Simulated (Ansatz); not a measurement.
Ansatz (a quantum-chemistry and plane-wave program) run on SnSeS (P1, 3 atoms in the cell): self-consistent single point.

Computed with LDA (PW92), PAW files made with PBE (plane waves; Ansatz).

The change in words: atoms moved at random. Reference geometry:
```xyz
3
Lattice="3.8271 0.0000 0.0000 -1.9136 3.3144 0.0000 0.0000 0.0000 6.4773" Properties=species:S:1:pos:R:3 pbc="T T T"
Sn     0.0000     2.2096     0.0496
Se     0.0000     0.0000     4.9079
S      1.9136     1.1048     1.5198
```

Reference input (self-consistent single point, DFT, LDA (PW92), plane waves, PAW files made with PBE): kpoints.mp_grid.grid = 8 8 4; hamiltonian.xc = lda; hamiltonian.pseudopotentials = {kind: paw} (an earlier, softer set of the program's PAW files); scf.occupations.method = fixed. This run's input differs from it in these lines:

Ansatz 0.2 input:
```diff
@@ -6,5 +6,5 @@
   atoms:
-    - { symbol: Sn, position: [0.333333, 0.666667, 0.007650] }
-    - { symbol: Se, position: [0.000000, 0.000000, 0.757710] }
-    - { symbol: S, position: [0.666667, 0.333333, 0.234640] }
+    - { symbol: Sn, position: [0.335007, 0.675044, 0.012530] }
+    - { symbol: Se, position: [0.013658, 0.000797, 0.758572] }
+    - { symbol: S, position: [0.651335, 0.324159, 0.228898] }
 kpoints:
```

Output, abridged:

```
SCF iter   1: F=—  HF=-12133.674316 eV  |F-HF|=—  |Δ(HF+E_count)|=         —  Δρ=3.02e-2  dr2=1.54e0  ethr=3.10e-3  ⟨swp⟩=5.0  Hψ=12223  notcnv=0  defer=262
all-band conjugate gradients solve this SCF's bands
preconditioner: auto → Resta (q_TF=auto, 2.378 Å⁻¹)
SCF iter   2: F=—  HF=-12133.330480 eV  |F-HF|=—  |Δ(HF+E_count)|=   3.44e-1  Δρ=1.48e-2  dr2=2.01e-1  ethr=3.10e-3  ⟨swp⟩=2.0  Hψ=4427  notcnv=0  defer=114
   [... lines left out ...]
SCF iter   6: F=—  HF=-12133.270111 eV  |F-HF|=—  |Δ(HF+E_count)|=   5.74e-5  Δρ=1.36e-4  dr2=1.79e-5  ethr=4.91e-7  ⟨swp⟩=2.3  Hψ=5076  notcnv=0  defer=230
SCF iter   7: F=—  HF=-12133.270122 eV  |F-HF|=—  |Δ(HF+E_count)|=   1.14e-5  Δρ=2.99e-5  dr2=1.02e-6  ethr=4.96e-8  ⟨swp⟩=2.8  Hψ=5207  notcnv=0  defer=21
SCF iter   8: F=—  HF=-12133.270123 eV  |F-HF|=—  |Δ(HF+E_count)|=   6.04e-7  Δρ=1.05e-5  dr2=1.36e-7  ethr=2.78e-10  ⟨swp⟩=9.1  Hψ=17827  notcnv=0
SCF iter   9: F=-12133.270123 eV  HF=-12133.270123 eV  |F-HF|=9.75e-9  |Δ(HF+E_count)|=   6.74e-8  Δρ=3.35e-6  dr2=1.81e-8  ethr=2.78e-10  ⟨swp⟩=5.1  Hψ=11380  notcnv=0
SCF 1 converged in 9 iterations: F = -12133.270123 eV  dr2 = 1.81e-8
Free energy (F): -12133.270123 eV
Internal energy: -12133.270123 eV  (E = F + TS)
E sigma→0 (E₀):  -12133.270123 eV
Fermi energy:    5.591923 eV
--- Forces (eV/Å), atoms counted from 1 ---
  atom   1  Sn     0.06171039    -0.20968074    -0.72652018
  atom   2  Se    -0.18528565     0.03182172     0.66651941
  atom   3  S      0.12357454     0.17785920     0.05997996
--- Stress (GPa, compression-positive) ---
       -5.006838       0.044372       0.868194
        0.044372      -4.998148       0.366539
        0.868194       0.366540      -3.359117
  P = ⅓ Tr σ = -4.4547 GPa (-44.547 kbar)
  The stress holds the Pulay correction. Without it, at fixed plane waves, as pw.x and ABINIT print it: P = -4.4734 GPa
```

The run converged in 9 iterations. Against the reference run the free energy rises by 4.6 meV/atom, the pressure goes from -5.19 to -4.45 GPa, the largest force goes from 0.540 to 0.759 eV/Å and the gap on the mesh goes from 0.755 to 0.492 eV.

The starting cell comes from a database of computed structures (which also holds hypothetical and non-ambient phases and stackings), without a prior relaxation at this level. Its lattice was rescaled by a random factor within 2.5 % of one. For this run, on top of that: atoms moved at random. With a pressure of about -4 GPa the cell is away from its equilibrium volume at this level. Ansatz's pressure includes its estimate of the finite-basis (Pulay) stress.
